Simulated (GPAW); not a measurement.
```
Ba
1.0
   -4.99490     4.99490     4.99490
    4.99490    -4.99490     4.99490
    2.49745     2.49745    -2.49745
Ba
4
Direct
  0.00000   0.00000   0.00000
  0.00000   0.50000   0.00000
  0.50000   0.00000   0.00000
  0.50000   0.50000   0.00000
```

Method: GPAW with PBE, LCAO dzp, GPAW PAW datasets PBE (gpaw-data 1.0.1).

The set-up and first iterations of a GPAW log for Ba (Im-3m, 4 atoms in the cell):

```
Input parameters:
  basis: dzp
  h: 0.2
  kpts: {gamma: True,
         size: (2, 2, 4)}
  maxiter: 150
  mode: lcao
  occupations: {name: methfessel-paxton,
                order: 0,
                width: 0.1}
  symmetry: {symmorphic: False,
             tolerance: 0.0005}
  xc: PBE

species:
  Ba:
    name: Barium
    Z: 56.0
    valence: 10
    core: 46
    charge: 0.0
    file: Ba.PBE.gz

    # LCAO basis set for Ba:
    #   Name: dzp
    #   File: Ba.dzp.basis.gz
    #   Number of radial functions: 11
    #   Number of spherical harmonics: 29
    #     l=0, rc=4.8906 Bohr: 5s-sz confined orbital
    #     l=0, rc=12.3125 Bohr: 6s-sz confined orbital
    #     l=1, rc=5.8125 Bohr: 5p-sz confined orbital
    #     l=1, rc=15.7188 Bohr: 6p-sz confined orbital
    #     l=2, rc=10.7812 Bohr: 5d-sz confined orbital
    #     l=0, rc=2.6875 Bohr: 5s-dz split-valence wave
    #     l=0, rc=7.6562 Bohr: 6s-dz split-valence wave
   [... lines left out ...]

Hamiltonian:
  XC and Coulomb potentials evaluated on a 72*72*32 grid
  Interpolation: tri-quintic (5. degree polynomial)
  Poisson solver: FastPoissonSolver using
    Stencil: 12*3+1=37 point O(h^6) finite-difference Laplacian
    FFT axes: [np.int64(0), np.int64(1), np.int64(2)]
    FST axes: []

XC parameters: PBE with 2 nearest neighbor stencil

Number of atoms: 4
Number of atomic orbitals: 116
Number of bands in calculation: 20
Number of valence electrons: 40
Bands to converge: occupied

Density initialized from atomic densities

               Ba

           Ba

                   Ba

               Ba

Atomic positions and initial magnetic moments

Positions:
   0 Ba     0.000000    0.000000    0.000000    ( 0.0000,  0.0000,  0.0000)
   1 Ba     2.497450   -2.497450    2.497450    ( 0.0000,  0.0000,  0.0000)
   2 Ba    -2.497450    2.497450    2.497450    ( 0.0000,  0.0000,  0.0000)
   3 Ba     0.000000    0.000000    4.994900    ( 0.0000,  0.0000,  0.0000)

Unit cell:
           periodic     x           y           z      points  spacing
  1. axis:    yes   -4.994900    4.994900    4.994900    36     0.1962
  2. axis:    yes    4.994900   -4.994900    4.994900    36     0.1962
  3. axis:    yes    2.497450    2.497450   -2.497450    16     0.2207

  Lengths:   8.651421   8.651421   4.325710
  Angles:  109.471221 109.471221 109.471221

Effective grid spacing dv^(1/3) = 0.2291
     iter     time        total  log10-change:
                         energy   eigst   dens
iter:   1 --:--:--    -6.970724        c
iter:   2 --:--:--    -6.949817        c -1.47
iter:   3 --:--:--    -6.838756        c -1.50
iter:   4 --:--:--    -6.833972        c -1.89
iter:   5 --:--:--    -6.833457c       c -2.08
iter:   6 --:--:--    -6.831858c       c -2.14
iter:   7 --:--:--    -6.832316c       c -2.33
iter:   8 --:--:--    -6.831815c       c -2.22
iter:   9 --:--:--    -6.831203c       c -2.31
```

Q: How does the run end?

A: The run ended unconverged after 150 iterations. It gives no final result for the task that was set. The log goes on:

```
   [... 137 lines left out ...]
iter: 147 --:--:--    -6.831199c       c -2.77
iter: 148 --:--:--    -6.831725c       c -2.77
iter: 149 --:--:--    -6.831337c       c -2.40
iter: 150 --:--:--    -6.831233c       c -2.54

Did not converge!

Here are some tips:

1) Make sure the geometry and spin-state is physically sound.
2) Use less aggressive density mixing.
3) Solve the eigenvalue problem more accurately at each scf-step.
4) Use a smoother distribution function for the occupation numbers.
5) Try adding more empty states.
6) Use enough k-points.
7) Don't let your structure optimization algorithm take too large steps.
8) Solve the Poisson equation more accurately.
9) Better initial guess for the wave functions.

See details here:

    https://gpaw.readthedocs.io/documentation/convergence.html
Traceback (most recent call last):
   [... frames left out ...]
gpaw.KohnShamConvergenceError: Did not converge!  See text output for help.
```

The starting cell has typed, rounded lattice constants, without a prior relaxation at this level. Its lattice was rescaled by up to half a per cent. Values carry the incompleteness of an atom-centred basis.

The run was DFT PBE, LCAO dzp, GPAW PAW datasets PBE (gpaw-data 1.0.1). Main settings of its input:

```
key                              value
-------------------  -----------------
mode                              lcao
h                                0.2 Å
basis                              dzp
xc                                 PBE
kpts                             2 2 4
mesh shift (steps)               0 0 0
occupations.name     methfessel-paxton
occupations.width               0.1 eV
occupations.order                    0
symmetry.symmorphic              false
symmetry.tolerance              0.0005
maxiter                            150
```
